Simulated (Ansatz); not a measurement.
Take SiC in the wurtzite structure (space group P6_3mc, No. 186; a = 3.056 Å, c = 5.016 Å) as the base.

All numbers come from plane-wave PAW DFT at the LDA level (Ansatz, a quantum-chemistry and plane-wave program, 420 eV), spin-orbit coupling left out.

Strains are applied to the cell and any free atomic positions relax.

One change was made to it. Results:

```json
[
 {"quantity": "valence-band top at Γ (three highest levels, from the VBM)", "base": "0.00, 0.00, -0.11 eV", "after": "0.00, 0.00, -0.12 eV"},
 {"quantity": "smallest direct gap", "base": "3.92 eV", "after": "4.07 eV"},
 {"quantity": "electron mass", "base": "0.26 mₑ along c, 0.43 mₑ across (at K)", "after": "0.25 mₑ along c, 0.41 mₑ across (at K)"},
 {"quantity": "pressure (mean of the normal stresses, compression positive)", "base": "0.00 GPa", "after": "19.32 GPa"},
 {"quantity": "energy relative to the base (free energy F)", "base": "0 meV/atom", "after": "+41 meV/atom"}
]
```

Question: What was done to the base?
A) isotropic strain −2.40 %
B) isotropic strain −1.80 %
C) isotropic strain −0.60 %
D) isotropic strain −3.00 %

Answer: A, isotropic strain −2.40 %. For comparison, the energy relative to the base in the other runs: isotropic strain −3.00 % gives +64 meV/atom; isotropic strain −1.80 % gives +22 meV/atom; isotropic strain −0.60 % gives +2.4 meV/atom.

Effective masses come from finite differences of ±0.01 Å⁻¹. Whether these cells are dynamically stable was not tested.
